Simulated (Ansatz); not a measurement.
The parent structure is CdS in the wurtzite structure (space group P6_3mc, No. 186; a = 4.124 Å, c = 6.708 Å). Axes: x lies along a and z along c of the hexagonal cell.

Level of theory: plane-wave PAW DFT at the PBEsol level (Ansatz, a program for electronic structure, 420 eV), no spin-orbit coupling.

Perturbation: every lattice vector is stretched by 2.40 %; the atoms relax in the strained cell.

### Question
Predict the stress tensor and what it implies for the stiffness.

### Answer
Stress of the strained cell less that of the base (GPa, compression positive):
```
  -3.70    0.00    0.00
   0.00   -3.70    0.00
   0.00    0.00   -3.70
```

Then B = −ΔP/(ΔV/V₀) with ΔV/V₀ = 0.0737 gives secant stiffness values (nonlinear terms included at this strain): B (at held cell shape, above the free-shape value) ≈ 50 GPa.

As a check, the harmonic strain energy −½ V₀ Δσ:ε is 21 meV/atom; the computed energy rise is 22 meV/atom.

Whether these cells are dynamically stable was not tested.
